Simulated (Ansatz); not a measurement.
Consider InP in the zinc blende structure (space group F-43m, No. 216).

```xyz
2
Lattice="0.0000 2.9535 2.9535 2.9535 0.0000 2.9535 2.9535 2.9535 0.0000" Properties=species:S:1:pos:R:3 pbc="T T T"
P      4.4303     4.4303     4.4303
In     0.0000     0.0000     0.0000
```

Cartesian axes are those of the cell as printed.

Calculations: r2SCAN, PAW, 500 eV (Ansatz, a program for electronic structure; no spin-orbit coupling).

Before the change:

| Property | Result |
|---|---|
| Band gap | 1.03 eV |
| Shortest interatomic distance | 2.558 Å |

One thing is altered: a free-standing slab of 4 layers (8 atoms, 2 a layer) is cut normal to [110], with 15 Å of vacuum and the in-plane cell held at bulk.

### Question
How does this affect the band gap, shortest interatomic distance and excess energy per area of both faces?

### Answer
The band gap increases by 0.59 eV (1.03 eV → 1.62 eV); the shortest interatomic distance decreases by 0.038 Å (2.558 Å → 2.520 Å); the excess energy per area of both faces (slab less bulk energy over the cell's area: twice a surface energy) comes out as 1.42 J/m².

The excess energy carries the mismatch between the slab's and the bulk's meshes. Whether these cells are dynamically stable was not tested.
